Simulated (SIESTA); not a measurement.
SIESTA run on CoH (Fm-3m, 2 atoms in the cell): self-consistent single point.

Method of the run: GGA PBEsol, numerical atomic orbitals DZP, PseudoDojo PBEsol standard norm-conserving potentials (rewritten from UPF to PSML) run with SIESTA.

The change in words: lattice scaled by 0.98. Reference geometry:
```xyz
2
Lattice="0.0000 1.8430 1.8430 1.8430 0.0000 1.8430 1.8430 1.8430 0.0000" Properties=species:S:1:pos:R:3 pbc="T T T"
Co     0.0000     0.0000     0.0000
H      1.8430     1.8430     1.8430
```
Moments meant for the start (each program seeds them in its own way; μB, in the order of the atoms Co H): 3.0 0.0.

Reference input (self-consistent single point, DFT, GGA PBEsol, numerical atomic orbitals DZP, PseudoDojo PBEsol standard norm-conserving potentials (rewritten from UPF to PSML)): XC.functional = GGA; XC.authors = PBEsol; potentials = PseudoDojo PBEsol standard; PAO.BasisSize = DZP; PAO.EnergyShift = 0.005 Ry; MeshCutoff = 300 Ry; kgrid.MonkhorstPack = 15 15 15; OccupationFunction = MP; OccupationMPOrder = 0; ElectronicTemperature = 200 meV; Spin = polarized; DM.InitSpin = [1 +3.00, 2 +0.00]. This run's input differs from it in these lines:

```diff
@@ -12,5 +12,5 @@
 %block LatticeVectors
-     0.000000000    1.842960000    1.842960000
-     1.842960000    0.000000000    1.842960000
-     1.842960000    1.842960000    0.000000000
+     0.000000000    1.806101000    1.806101000
+     1.806101000    0.000000000    1.806101000
+     1.806101000    1.806101000    0.000000000
 %endblock LatticeVectors
@@ -19,3 +19,3 @@
      0.000000000    0.000000000    0.000000000  1
-     1.842960000    1.842960000    1.842960000  2
+     1.806101000    1.806101000    1.806101000  2
 %endblock AtomicCoordinatesAndAtomicSpecies
```

Log, with long lists cut:

```
        iscf     Eharris(eV)        E_KS(eV)     FreeEng(eV)     dDmax    Ef(eV) dHmax(eV)
   scf:    1    -4155.234964    -4171.344036    -4171.360894  0.543961 -2.970741 10.433795
     spin moment: {S} , |S| = {        0.0        0.0    1.70503 }     1.70503
   scf:    2    -4173.814168    -4172.666244    -4172.683774  0.073437 -3.617745  7.180524
     spin moment: {S} , |S| = {        0.0        0.0    1.65052 }     1.65052
   scf:    3    -4174.182971    -4173.811726    -4173.832874  0.141490 -5.017224  0.593307
     spin moment: {S} , |S| = {        0.0        0.0    1.50319 }     1.50319
   [... lines left out ...]
     spin moment: {S} , |S| = {        0.0        0.0    1.11504 }     1.11504
   scf:   11    -4173.894108    -4173.894023    -4173.917867  0.001900 -5.312518  0.007775
     spin moment: {S} , |S| = {        0.0        0.0    1.09764 }     1.09764
   scf:   12    -4173.893902    -4173.893958    -4173.917878  0.000574 -5.316325  0.000330
     spin moment: {S} , |S| = {        0.0        0.0    1.09282 }     1.09282
   scf:   13    -4173.893949    -4173.893954    -4173.917878  0.000034 -5.316489  0.000146
     spin moment: {S} , |S| = {        0.0        0.0    1.09258 }     1.09258
SCF Convergence by DM+H criterion
max |DM_out - DM_in|         :     0.0000336882
max |H_out - H_in|      (eV) :     0.0001459675
SCF cycle converged after 13 iterations

Using DM_out to compute the final energy and forces

siesta: E_KS(eV) =            -4173.8940

siesta: E_KS - E_eggbox =     -4173.8940

siesta: Atomic forces (eV/Ang):
     1   -0.000000    0.000000   -0.000000
     2    0.000000   -0.000000    0.000000
   Tot   -0.000000    0.000000   -0.000000
   Max    0.000000
   Res    0.000000    sqrt( Sum f_i^2 / 3N )
   Max    0.000000    constrained

Stress tensor Voigt[x,y,z,yz,xz,xy] (kbar):      -36.43      -36.43      -36.43       -0.66       -0.66       -0.66
(Free)E + p*V (eV/cell)    -4173.6500
Target enthalpy (eV/cell)    -4173.9179

siesta: Program's energy decomposition (eV):
siesta: FreeEng =     -4173.917878

   [... lines left out ...]
siesta: Cell volume =         11.783006 Ang**3
siesta:          36.42781279         36.42781279  kBar
   [... lines left out ...]

             -0.104  -0.124  -0.104

Species: H
Atom  Qatom  Qorb
               1s      1s      2Ppy    2Ppz    2Ppx
   2  0.728   0.404   0.192   0.044   0.044   0.044

mulliken: Qtot =        8.454

Mulliken Atomic Populations:
Atom #   charge [q] valence [e]      Sz [e]  Species
     1     0.405820   16.594180    1.142224  Co
     2    -0.405820    1.405820   -0.049647  H
 Total     0.000000                1.092578
```

The run converged in 13 iterations. Against the reference run the free energy goes down by 9.0 meV/atom, the pressure goes from -10.65 to 3.64 GPa and the size of the net moment goes from 0.58 to 0.55 μB/atom.

The starting cell comes from a database of computed structures (which also holds hypothetical and non-ambient phases and stackings), without a prior relaxation at this level. For this run, on top of that: lattice scaled by 0.98. With one magnetic atom in the cell only a parallel order is possible. Values carry the incompleteness of an atom-centred basis. With a pressure of about 4 GPa the cell is away from its equilibrium volume at this level.

Cost on one core of a shared machine: roughly 2 min.
